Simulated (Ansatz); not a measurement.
Electronic density of states of amorphous Si24O48Ru, density 2.28 g/cm³, on a 2×2×2 Γ-centred mesh with a Gaussian width of 0.1 eV; energies count from the Fermi level, whose place inside the gap is arbitrary. Cell and mesh are small, so fine structure isn't converged. Computed with PBE, scalar-relativistic without spin-orbit coupling (plane waves to 420 eV, PAW; Ansatz, a first-principles code). Sampling: a 2×2×2 Γ-centred mesh; Fermi-Dirac width 0.01 eV; collinear spin, started from moments on atoms; no Hubbard U, moments started parallel, and no other order was tried (at the end a net moment of 2.0 μB). In the spin-polarised cell the level spacing at the Fermi energy can part levels of unlike spin. At PBE the levels at both edges of the gap are localised (band-tail or defect states), and the nearest spread-out levels lie 5.5 eV apart at the zone centre.

Preparation: random packing, a CHGNet melt and quench, and a DFT relaxation. O atoms were pushed apart under 1.9 Å during the dynamics, to hinder bonds among them. The hot cell started wider than the set density and was brought back towards it in steps. It is the lowest in DFT energy of 2 quenches. It is a model cell: composition and starting density were chosen by hand, and all elements were melted together. No dispersion term was used. Its density started from a set value of 2.33 and ended at 2.28 g/cm³. The quench (nominally 320 K/ps over its main leg) was far faster than any real one, so the model tends to hold more defects than a real film. One small periodic cell is one sample of the glass; other quenches scatter about these values. Volume and shape were free in the relaxation.

| E - EF (eV) | states/(eV atom) |
|---|---|
| -12.00 | 0.19 |
| -11.90 | 0.21 |
| -11.80 | 0.21 |
| -11.70 | 0.18 |
| -11.60 | 0.17 |
| -11.50 | 0.16 |
| -11.40 | 0.16 |
| -11.30 | 0.19 |
| -11.20 | 0.20 |
| -11.10 | 0.19 |
| -11.00 | 0.20 |
| -10.90 | 0.17 |
| -10.80 | 0.16 |
| -10.70 | 0.17 |
| -10.60 | 0.19 |
| -10.50 | 0.21 |
| -10.40 | 0.22 |
| -10.30 | 0.21 |
| -10.20 | 0.21 |
| -10.10 | 0.19 |
| -10.00 | 0.23 |
| -9.90 | 0.20 |
| -9.80 | 0.19 |
| -9.70 | 0.30 |
| -9.60 | 0.36 |
| -9.50 | 0.48 |
| -9.40 | 0.60 |
| -9.30 | 0.67 |
| -9.20 | 0.67 |
| -9.10 | 0.58 |
| -9.00 | 0.53 |
| -8.90 | 0.54 |
| -8.80 | 0.50 |
| -8.70 | 0.41 |
| -8.60 | 0.29 |
| -8.50 | 0.19 |
| -8.40 | 0.15 |
| -8.30 | 0.14 |
| -8.20 | 0.04 |
| -8.10 | 0.07 |
| -8.00 | 0.17 |
| -7.90 | 0.25 |
| -7.80 | 0.33 |
| -7.70 | 0.23 |
| -7.60 | 0.21 |
| -7.50 | 0.39 |
| -7.40 | 0.43 |
| -7.30 | 0.41 |
| -7.20 | 0.44 |
| -7.10 | 0.47 |
| -7.00 | 0.50 |
| -6.90 | 0.49 |
| -6.80 | 0.58 |
| -6.70 | 0.63 |
| -6.60 | 0.60 |
| -6.50 | 0.67 |
| -6.40 | 0.80 |
| -6.30 | 0.78 |
| -6.20 | 0.77 |
| -6.10 | 0.82 |
| -6.00 | 0.85 |
| -5.90 | 0.89 |
| -5.80 | 0.94 |
| -5.70 | 0.91 |
| -5.60 | 0.89 |
| -5.50 | 0.84 |
| -5.40 | 0.82 |
| -5.30 | 0.82 |
| -5.20 | 0.81 |
| -5.10 | 0.77 |
| -5.00 | 0.79 |
| -4.90 | 0.80 |
| -4.80 | 0.77 |
| -4.70 | 0.79 |
| -4.60 | 0.85 |
| -4.50 | 0.83 |
| -4.40 | 0.82 |
| -4.30 | 0.69 |
| -4.20 | 0.55 |
| -4.10 | 0.54 |
| -4.00 | 0.44 |
| -3.90 | 0.19 |
| -3.80 | 0.09 |
| -3.70 | 0.07 |
| -3.60 | 0.06 |
| -3.50 | 0.01 |
| -3.40 | 0.00 |
| -3.30 | 0.00 |
| -3.20 | 0.00 |
| -3.10 | 0.00 |
| -3.00 | 0.00 |
| -2.90 | 0.00 |
| -2.80 | 0.00 |
| -2.70 | 0.00 |
| -2.60 | 0.00 |
| -2.50 | 0.00 |
| -2.40 | 0.00 |
| -2.30 | 0.00 |
| -2.20 | 0.00 |
| -2.10 | 0.00 |
| -2.00 | 0.00 |
| -1.90 | 0.00 |
| -1.80 | 0.01 |
| -1.70 | 0.06 |
| -1.60 | 0.06 |
| -1.50 | 0.01 |
| -1.40 | 0.00 |
| -1.30 | 0.01 |
| -1.20 | 0.05 |
| -1.10 | 0.10 |
| -1.00 | 0.09 |
| -0.90 | 0.07 |
| -0.80 | 0.07 |
| -0.70 | 0.06 |
| -0.60 | 0.12 |
| -0.50 | 0.09 |
| -0.40 | 0.03 |
| -0.30 | 0.10 |
| -0.20 | 0.13 |
| -0.10 | 0.03 |
| 0.00 | 0.00 |
| 0.10 | 0.01 |
| 0.20 | 0.06 |
| 0.30 | 0.05 |
| 0.40 | 0.02 |
| 0.50 | 0.06 |
| 0.60 | 0.06 |
| 0.70 | 0.01 |
| 0.80 | 0.00 |
| 0.90 | 0.00 |
| 1.00 | 0.00 |
| 1.10 | 0.00 |
| 1.20 | 0.00 |
| 1.30 | 0.04 |
| 1.40 | 0.07 |
| 1.50 | 0.04 |
| 1.60 | 0.03 |
| 1.70 | 0.07 |
| 1.80 | 0.09 |
| 1.90 | 0.05 |
| 2.00 | 0.04 |
| 2.10 | 0.05 |
| 2.20 | 0.09 |
| 2.30 | 0.10 |
| 2.40 | 0.08 |
| 2.50 | 0.07 |
| 2.60 | 0.07 |
| 2.70 | 0.08 |
| 2.80 | 0.10 |
| 2.90 | 0.12 |
| 3.00 | 0.10 |
| 3.10 | 0.11 |
| 3.20 | 0.14 |
| 3.30 | 0.17 |
| 3.40 | 0.20 |
| 3.50 | 0.16 |
| 3.60 | 0.16 |
| 3.70 | 0.20 |
| 3.80 | 0.23 |
| 3.90 | 0.27 |
| 4.00 | 0.23 |
| 4.10 | 0.24 |
| 4.20 | 0.31 |
| 4.30 | 0.37 |
| 4.40 | 0.38 |
| 4.50 | 0.38 |
| 4.60 | 0.40 |
| 4.70 | 0.43 |
| 4.80 | 0.45 |
| 4.90 | 0.53 |
| 5.00 | 0.55 |
| 5.10 | 0.53 |

The level spacing at the Fermi energy on this mesh is 0.43 eV; the broadening fills part of it in the curve.
